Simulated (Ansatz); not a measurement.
Start from Pt in the fcc (Cu type) structure (space group Fm-3m, No. 225; a = 3.895 Å; relaxed with 0.1 eV smearing). Axes: x, y, z lie along the cube axes.

Calculations: LDA/PAW in Ansatz (an electronic-structure program), spin-orbit coupling left out.

Strains are applied to the cell and any free atomic positions relax.

One change was made to it. Results:

```json
[
 {"quantity": "energy relative to the base (free energy F)", "base": "0 meV/atom", "after": "+1.8 meV/atom"},
 {"quantity": "pressure (mean of the normal stresses, compression positive)", "base": "0.0 GPa", "after": "3.2 GPa"}
]
```

**Question.** What was done to the base?
A) uniaxial strain ε_zz = −1.50 %
B) uniaxial strain ε_zz = +3.00 %
C) uniaxial strain ε_zz = +0.50 %
D) uniaxial strain ε_zz = −1.00 %
E) uniaxial strain ε_zz = +2.00 %

**Answer.** D, uniaxial strain ε_zz = −1.00 %. For comparison, the energy relative to the base in the other runs: uniaxial strain ε_zz = +3.00 % gives +15 meV/atom; uniaxial strain ε_zz = +0.50 % gives +0.4 meV/atom; uniaxial strain ε_zz = −1.50 % gives +4.1 meV/atom; uniaxial strain ε_zz = +2.00 % gives +6.7 meV/atom.

Stability against distortions was not tested. The final runs are not spin-polarised. Pt lies near a magnetic instability that expansion can trigger; it was not tested.
